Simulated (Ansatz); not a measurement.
# Effect of biaxial strain +2.49 %, plane normal [110], relaxed out of plane on Pt

The reference is Pt in the fcc (Cu type) structure (space group Fm-3m, No. 225; a = 3.9403 Å). Axes: x, y, z lie along the cube axes.

Perturbation: biaxial strain +2.49 %, plane normal [110], relaxed out of plane (Cartesian); in-plane vectors clamped, the third vector and the atoms free.

The values are results of r2SCAN, PAW, 500 eV (Ansatz, a quantum-chemistry and plane-wave program; no SOC), not measurements. k-mesh 20×20×20 (Γ-centred); smearing 0.05 eV (Fermi–Dirac).

* **Volume per atom**: 15.67 Å³ (base 15.29 Å³)
* **Shortest interatomic distance**: 2.717 Å (base 2.786 Å)
* **Energy relative to the base (free energy F)**: +19 meV/atom
* **Pressure (mean of the normal stresses, compression positive)**: -5.5 GPa (base 0.0 GPa)
* **Band gap**: zero (base zero)
* **Out-of-plane strain**: -2.47 % (rough)

Final structure (turned so that z lies along the plane normal):

```yaml
crystal:
  lattice:
    - [0.00000, 0.00000, -2.71732]
    - [-1.42779, 2.01919, -1.35866]
    - [1.42779, 2.01919, -1.35866]
  atoms:
    - { symbol: Pt, position: [0.00000, 0.00000, 0.00000] }
```

Cost of the whole job for the changed cell (relaxation, final SCF and bands): about 9 core-minutes (a rough figure).

A biaxial case was relaxed in a doubled cell and then solved in the primitive one. Without a gap, meshes like the base's 20×20×20 leave anisotropic stresses uncertain by several tenths of a GPa, and small strain energies with them. Stability against distortions was not tested. All final runs are without spin polarisation. Pt lies near a magnetic instability that expansion can trigger; it was not tested.
